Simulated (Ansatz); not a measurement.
Abridged Ansatz (a first-principles code) output:

```
Relaxation: its limit of steps is 60 (relax.max_steps)
Pseudopotential: Cu, paw, valence charge 19
Pseudopotential: Ga, paw, valence charge 13
Pseudopotential: Se, paw, valence charge 16
Crystal: 8 atoms, lattice volume = 170.293 Å³
Basis set: ecut = 500 eV, 4333 PW (Γ), exchange–correlation on 200×200×200 points (64 copies of the dense FFT grid, shifted against one another)
Bands: 77, of which v1, the nominal top of the filled ones, is band 64 counted from 1 (63 counted from 0)
Symmetry: 8 space group operations
k-points: 59 of 512 (time reversal used)
Functional: x = r2scan, c = r2scan; τ floored in thin density (d = 2e-4 eV/Å³)
SCF iter   1: F=—  HF=-42761.252670 eV  |F-HF|=—  |Δ(HF+E_count)|=         —  Δρ=6.93e-2  dr2=5.29e0  dr2_τ=1.31e-2  ethr=3.10e-3  ⟨swp⟩=5.8  Hψ=14972  notcnv=0  defer=8
SCF iter   2: F=—  HF=-42760.568740 eV  |F-HF|=—  |Δ(HF+E_count)|=   6.84e-1  Δρ=4.73e-2  dr2=1.98e0  dr2_τ=2.63e-2  ethr=3.10e-3  ⟨swp⟩=2.5  Hψ=9343  notcnv=0  defer=390
SCF 1 converged in 12 iterations: F = -42760.183118 eV  dr2 = 8.17e-9
relax step   1: F+E_penalty+E_count = -42760.18311757 eV  Δ(F+E_penalty+E_count) = +0.000e0 eV  max|allowed force component| = 6.546e-4 eV/Å  Δτ_max = 0.0000 Å  P = +1.796 GPa  Ω = 170.293 Å³  (12 SCF iters, dr2 threshold 1.00e-7 eV, accepted)
[... steps on the carried basis left out ...]
relax step   5: F+E_penalty+E_count = -42760.09413625 eV  Δ(F+E_penalty+E_count) = +1.181e-3 eV  max|allowed force component| = 7.327e-4 eV/Å  Δτ_max = 0.0000 Å  P = +4.195 GPa  Ω = 165.483 Å³  stress off target by 8.65e-3 GPa  SCF on the basis re-selected at this cell (its energy is not comparable with the rows above)  (8 SCF iters)
SCF converged after 8 iterations
Free energy (F): -42760.094136 eV
Internal energy: -42760.094134 eV  (E = F + TS)
E sigma→0 (E₀):  -42760.094135 eV
Entropy (-TS):   -0.000002 eV (-0.000 meV/atom)
Fermi energy:    9.549203 eV
--- Forces (eV/Å), atoms counted from 1 ---
  atom   1  Cu    -0.00000000     0.00000000    -0.00000000
[...]
  atom   3  Ga     0.00000000     0.00000000    -0.00000000
  atom   4  Ga     0.00000000    -0.00000000    -0.00000000
  atom   5  Se     0.00000000    -0.00073265     0.00000000
  atom   6  Se     0.00000000     0.00073265     0.00000000
  atom   7  Se     0.00073265     0.00000000     0.00000000
  atom   8  Se    -0.00073265    -0.00000000     0.00000000
--- Stress (GPa, compression-positive) ---
        4.191350      -0.000000       0.000000
        0.000000       4.191350      -0.000000
        0.000000      -0.000000       4.203155
  P = ⅓ Tr σ = 4.1953 GPa (41.953 kbar)
--- Relaxed structure (4 steps of the walk, 4 accepted, 1 SCFs on fresh bases) ---
  cell:  # Å, volume = 165.4828 Å³
    - [-2.7546480679896788, 2.7546480679896788, 5.4520595730599535]
    - [2.7546480679896788, -2.7546480679896788, 5.4520595730599535]
    - [2.7546480679896788, 2.7546480679896788, -5.4520595730599535]
  atoms:
    - { symbol: Cu, position: [0.7499999999999999, 0.25, 0.5] }
    - { symbol: Cu, position: [7.309483357745592e-21, -2.192845007323832e-20, -1.461896671549269e-20] }
    - { symbol: Ga, position: [0.25, 0.7499999999999999, 0.5] }
    - { symbol: Ga, position: [0.49999999999999994, 0.49999999999999994, 5.118446206303654e-19] }
    - { symbol: Se, position: [0.12002947058645501, 0.12499999999999999, 0.49502947058645497] }
    - { symbol: Se, position: [0.6299705294135447, 0.6249999999999999, 0.5049705294135448] }
    - { symbol: Se, position: [0.375, 0.8799705294135449, 0.004970529413545005] }
    - { symbol: Se, position: [0.8749999999999998, 0.37002947058645497, 0.9950294705864549] }
```

### Question
What was computed, and what are the main results?

### Answer
GaCuSe2, 8 atoms in the cell, with plane-wave PAW DFT at the r2SCAN level (Ansatz, 500 eV), spin-orbit coupling left out, earlier PAW set, from a series relaxed to a target (pressure 4.2 GPa). The last SCF converged to F = -42760.094136 eV, or -5345.0118 eV per atom, at a pressure of 4.20 GPa. The total energy compares only with runs of the same code, potentials and settings.

Load acts through the strain it causes; cell and atoms are relaxed under it. Whether these cells are dynamically stable was not tested. All final runs are without spin polarisation. The cell was made from GaCuSe2 in the chalcopyrite structure (space group I-42d, No. 122) by this change: pressure 4.2 GPa.

Keys are those of Ansatz 0.2.
